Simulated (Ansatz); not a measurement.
Here is the system:

```
Pb
1.0
    0.00000     2.47107     2.47107
    2.47107     0.00000     2.47107
    2.47107     2.47107     0.00000
Pb
1
Cartesian
  0.00000   0.00000   0.00000
```

All values below come from PBEsol, DFPT electron-phonon coupling, linearised Boltzmann equation (plane waves, PAW, scalar-relativistic; Ansatz, an electronic-structure program). Geometry: relaxed with this functional, without spin-orbit coupling.

Problem. Predict the intrinsic resistivity at 300 K.

Solution. 11.5 μΩ·cm.

Problem. And the electrons' mean free path at that temperature?

Solution. 7.7 nm, weighted by the current that each state carries. Wires not much wider than this gain resistivity from their walls.

A metal at this level (no band gap). Only scattering by harmonic phonons is included (no impurities, grain boundaries, electron-electron scattering or thermal expansion). Spin-orbit coupling is left out, which matters with elements this heavy. The run warned that the eigensolver left some states short of its tolerance. Halving the electron mesh (28x28x28) moves the resistivity by up to 2 % at 300 K, the mean free path by up to 1 %. Smearing 0.20 eV; phonons on a 5x5x5 q mesh, which this run doesn't test.
